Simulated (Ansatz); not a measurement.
Band structure of a (111) slab of GaN (cut from a parent of space group no. 186; 16 atoms in the cell).

```
GaN
1.0
    5.54051     0.00000     0.00000
   -2.77026     5.44850     0.00000
    0.00000     0.00000    19.90910
Ga N
8 8
Direct
  0.94424   0.41821   0.35160
  0.50603   0.87512   0.38988
  0.40115   0.33204   0.42816
  0.96294   0.78895   0.46643
  0.85806   0.24587   0.50471
  0.41986   0.70278   0.54299
  0.31498   0.15969   0.58127
  0.87677   0.61661   0.61955
  0.11642   0.76258   0.38044
  0.67821   0.21949   0.41873
  0.57334   0.67640   0.45701
  0.13512   0.13332   0.49529
  0.03025   0.59023   0.53356
  0.59204   0.04715   0.57184
  0.48716   0.50406   0.61012
  0.04895   0.96098   0.64840
```

Method of the run: PBEsol, PAW files made with PBE (plane waves; Ansatz, an electronic-structure program).

Settings: basis.ecutwfc = 420 eV; kpoints.mp_grid.grid = 3 3 1; hamiltonian.xc = pbesol; hamiltonian.pseudopotentials = {kind: paw} (the program's default PAW files); scf.occupations.method = fermi_dirac; scf.occupations.width = 0.05 eV; kpoints.band_path.npoints = 10.

The starting cell comes from a database of computed structures (which also holds hypothetical and non-ambient phases and stackings), without a prior relaxation at this level. The slab is cut from that crystal, and its faces are unrelaxed. Its lattice was rescaled in the plane by a random factor within 2.5 % of one. Spin polarisation is off, though cut faces can carry moments; the slab shows no gap. The two faces of this cut differ, and no dipole correction was used.

Levels in eV from the Fermi level, bands 69 to 76:
```json
[
 {"point": "Γ", "69": "-0.65", "70": "-0.47", "71": "-0.29", "72": "0.05", "73": "0.20", "74": "0.87", "75": "1.08", "76": "2.02"},
 {"point": "X", "69": "-0.70", "70": "-0.37", "71": "-0.24", "72": "-0.14", "73": "0.04", "74": "0.84", "75": "1.17", "76": "2.53"},
 {"point": "A1", "69": "-0.70", "70": "-0.37", "71": "-0.24", "72": "-0.14", "73": "0.04", "74": "0.84", "75": "1.17", "76": "2.53"},
 {"point": "Y", "69": "-0.70", "70": "-0.43", "71": "-0.23", "72": "-0.06", "73": "0.15", "74": "0.79", "75": "1.21", "76": "2.43"}
]
```

Bands cross the Fermi level along this path, so the cell is metallic at this level.

Keys are those of Ansatz 0.2.
